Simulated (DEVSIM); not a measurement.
**abrupt CdTe n-p junction**

Structure: abrupt CdTe n-p junction, at 300 K.

```csv
layer (left to right),material,thickness (μm),Nd (cm⁻³),Na (cm⁻³),τn (s),τp (s)
1,CdTe,16.0,1.1e15,-,1.6e-8,4.8e-9
2,CdTe,44.0,-,7.7e15,1.6e-8,1.6e-8
```

Left contact: ohmic. Right contact: ohmic. Voltage is applied to the left contact. Recombination: SRH at mid-gap, Auger. Mobility is μmin + (μ − μmin)/(1 + (N/Nref)^α).

The device is made up for the run: typed textbook-type constants, with dimensions and the other settings drawn at random. Values at 300 K.

```csv
parameter,CdTe
gap (eV),1.5
affinity (eV),4.28
permittivity,10.2
Nc (cm⁻³),8e17
Nv (cm⁻³),1.8e19
μn (cm²/Vs),1000
μp (cm²/Vs),80
"μn,min",100
"μp,min",10
"Nref,n",1e17
"Nref,p",1e17
αn,0.6
αp,0.6
Cn (cm⁶/s),1e-30
Cp (cm⁶/s),1e-30
```

Simulated with DEVSIM: 1D drift-diffusion, Boltzmann statistics, complete ionisation; no tunnelling, impact ionisation, image-force lowering or self-heating.

- Potential step across the device at zero bias = 1.129 V
- Largest field in the device at zero bias = 19000 V/cm
- Dark forward voltage at 1 A/cm² = 1.104 V

Dark reverse current:

| V (V) | J (A/cm²) |
|---|---|
| 0.04 | 3.7e-11 |
| 0.10 | 7.2e-11 |
| 0.20 | 1.2e-10 |
| 0.30 | 1.6e-10 |
| 0.40 | 2.0e-10 |
| 0.60 | 2.7e-10 |
| 0.80 | 3.4e-10 |
| 1.00 | 4.0e-10 |
| 1.30 | 4.9e-10 |
| 1.60 | 5.7e-10 |
| 2.00 | 6.7e-10 |

Dark forward current:

(V (V), J (A/cm²)): (-0.05, -9.3e-11); (-0.10, -3.3e-10); (-0.20, -2.7e-9); (-0.25, -7.4e-9); (-0.35, -5.5e-8); (-0.40, -1.5e-7); (-0.45, -4.2e-7); (-0.55, -3.2e-6); (-0.60, -9.0e-6); (-0.70, -7.5e-5); (-0.75, -0.00023); (-0.80, -0.00073); (-0.90, -0.010); (-0.95, -0.044); (-1.05, -0.48); (-1.10, -0.96); (-1.20, -2.2); (-1.25, -3.0); (-1.30, -3.8); (-1.40, -5.5); (-1.45, -6.5); (-1.55, -8.5); (-1.60, -9.5); (-1.65, -11); (-1.75, -13); (-1.80, -14); (-1.90, -17); (-1.95, -18)
